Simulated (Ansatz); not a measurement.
Consider MoS2 in the 2H-MoS2 type structure (space group P6_3/mmc, No. 194; a = 3.1732 Å, c = 12.4370 Å; layered, stacked along the Cartesian z axis).

All numbers come from plane-wave PAW DFT at the r2SCAN+rVV10 level (Ansatz, a program for electronic structure, 500 eV), no spin-orbit coupling, earlier PAW set.

For the base:

| Quantity | Result |
|---|---|
| Pressure | 0.00 GPa |

Perturbation: every lattice vector is stretched by 0.86 %; the atoms relax in the strained cell.

Task: How does this affect the pressure, energy relative to the base and largest internal atomic displacement?

Result: The pressure (mean of the normal stresses, compression positive) goes from zero to -1.82 GPa; the energy rises by 2.7 meV/atom; the largest internal atomic displacement is 0.021 Å.

No phonon test of stability was made.
